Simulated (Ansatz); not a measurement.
Results of PBE-D3(BJ) in Ansatz (plane waves, PAW) for C11b WSi2.

Numerical settings: plane-wave cutoff 520 eV, 24×24×24 k mesh, Fermi–Dirac smearing 0.05 eV, no spin polarisation, scalar-relativistic PAW data made under PBE.

Energies at three volumes about the minimum:

```csv
V (Å³/atom),E − E_lowest (meV/atom)
12.985,4.01
13.250,0.00
13.515,3.73
```

Q: Fit a parabola by hand: where is the minimum, and what is the bulk modulus?

A: Slopes: (0.00 − 4.01)/(13.250 − 12.985) = -15.132 and (3.73 − 0.00)/(13.515 − 13.250) = 14.075 meV/Å³. Curvature E″ = 2 × (14.075 − (-15.132))/(13.515 − 12.985) = 110.215 meV/Å⁶. From the middle of the first interval, the slope vanishes at V0 = 13.1175 − (-15.132)/110.215 = 13.255 Å³/atom. B = V0 E″ = 13.255 × 110.215 meV/Å³ × 0.1602 GPa per meV/Å³ = 234 GPa. The full Birch–Murnaghan fit to all volumes gives V0 = 13.250 Å³/atom and B0 = 234 GPa.

Shape and atoms are relaxed at each volume.

Note: the bulk modulus comes from volumes at which shape and atoms were relaxed.

Ansatz is a first-principles code.
